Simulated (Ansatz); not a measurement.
```cif
data_NTa2
_chemical_formula_sum 'Ta2 N1'
_space_group_name_H-M_alt 'P 1'
_space_group_IT_number 1
_cell_length_a 3.08271
_cell_length_b 3.08271
_cell_length_c 4.81424
_cell_angle_alpha 90.000
_cell_angle_beta 90.000
_cell_angle_gamma 120.000
loop_
_space_group_symop_operation_xyz
  'x, y, z'
loop_
_atom_site_label
_atom_site_type_symbol
_atom_site_fract_x
_atom_site_fract_y
_atom_site_fract_z
_atom_site_occupancy
Ta1 Ta 0.66667 0.33333 0.74731 1
Ta2 Ta 0.33333 0.66667 0.25269 1
N1 N 0.00000 0.00000 0.00000 1
```

Ta₂N (P-3m1), PBEsol, DFPT electron-phonon coupling, linearised Boltzmann equation (plane waves, PAW, scalar-relativistic; Ansatz, an electronic-structure program): the phonon-limited resistivity at 300 K is 17.4 μΩ·cm (x, the basal plane), 17.4 μΩ·cm (y, the basal plane), 11.0 μΩ·cm (z, c). Third figures are kept for the arithmetic.

Problem. Bound the resistivity of a random, dense polycrystal without boundary scattering, and give the anisotropy.

Solution. Largest over smallest: 1.58. Upper bound, grains in series: (17.4 + 17.4 + 11.0)/3 = 15.3 μΩ·cm. Lower bound, grains side by side: 3/Σ(1/ρ) = 14.6 μΩ·cm. The best single-crystal direction lies 25 % under the lower bound.

Problem. The current-weighted mean free path is 7.08 nm along x and 7.78 nm along z. How does ρ₀ℓ differ between these directions?

Solution. x: 17.4 × 7.08 = 12.3×10⁻¹⁶ Ω·m²; z: 11.0 × 7.78 = 8.6×10⁻¹⁶ Ω·m², a ratio of 1.44. The size effect in a wire also hangs on the velocities towards its walls, so the isotropic formulas don't carry over to this crystal.

A metal at this level (no band gap). Only scattering by harmonic phonons is included (no impurities, grain boundaries, electron-electron scattering or thermal expansion). Spin-orbit coupling is left out, which matters with elements this heavy. The run warned that the eigensolver left some states short of its tolerance. Halving the electron mesh (32x32x20) moves the resistivity by up to 5 % at 300 K, the mean free path by up to 2 %. Smearing 0.20 eV; phonons on a 5x5x3 q mesh, which this run doesn't test.

Computed structure with no diffraction record at hand here (it may be known, metastable or hypothetical): Ta2N (P-3m1).
